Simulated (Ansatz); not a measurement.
The starting structures come from a database of crystals and need not be the phases stable at ambient conditions.

By PBEsol, the system below comes out a metal.

Without scattering a metal conducts by its projected Fermi surface.

Given:

```xyz
8
Lattice="4.1155 0.0000 0.0000 0.0000 8.8657 0.0000 0.0000 4.4329 2.5593" Properties=species:S:1:pos:R:3 pbc="T T T"
Ta     1.0289     7.3881     2.5593
Ta     3.0866    10.3434     2.5593
Co     1.0289     9.5651     1.2112
Co     3.0866     3.7336     1.3481
Co     3.0866     5.8315     2.5593
Co     1.0289     7.4671     0.0000
Co     1.0289     5.1322     1.3481
Co     3.0866     8.1664     1.2112
```

Space group of this cell: P6_3/mmc. The cell is taken as given; by PBEsol its mean pressure is -2.8 GPa.

The current flows along the normal of the first two printed cell vectors, the (110) plane of the conventional cell. No spin-orbit coupling; the value is a mean over 0.1 eV about the Fermi level.

**Question.** Give the ballistic conductance per area that PBEsol (Ansatz, an electronic-structure program) yields.

**Answer.** 0.69 × 10¹⁵ S/m² for both spins.
